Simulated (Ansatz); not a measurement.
The reference is Rh in the fcc (Cu type) structure (space group Fm-3m, No. 225; relaxed with 0.1 eV smearing).

```
CELL_PARAMETERS angstrom
      0.00000     1.87756     1.87756
      1.87756     0.00000     1.87756
      1.87756     1.87756     0.00000
ATOMIC_POSITIONS crystal
  Rh 0.00000 0.00000 0.00000
```

Cartesian axes are those of the cell as printed.

The values are results of Ansatz (a program for electronic structure) LDA, spin-orbit coupling left out, not measurements.

For the base:

The shortest interatomic distance is 2.655 Å.

Perturbation: the cell is compressed by 2.50 % along z with no lateral relaxation; the atoms relax in the strained cell.

Problem. What does the calculation give for the stress after the change?

Solution. The stress (xx, yy, zz, yz, xz, xy; compression positive) comes out as (6.2, 6.2, 13.5, 0.0, 0.0, 0.0) GPa.

Problem. How does this affect the energy relative to the base?

Solution. The energy increases by 14 meV/atom.

Problem. Estimate the effect on the shortest interatomic distance.

Solution. The shortest interatomic distance decreases by 0.033 Å, from 2.655 Å to 2.622 Å.

Whether these cells are dynamically stable was not tested. The final runs are not spin-polarised.
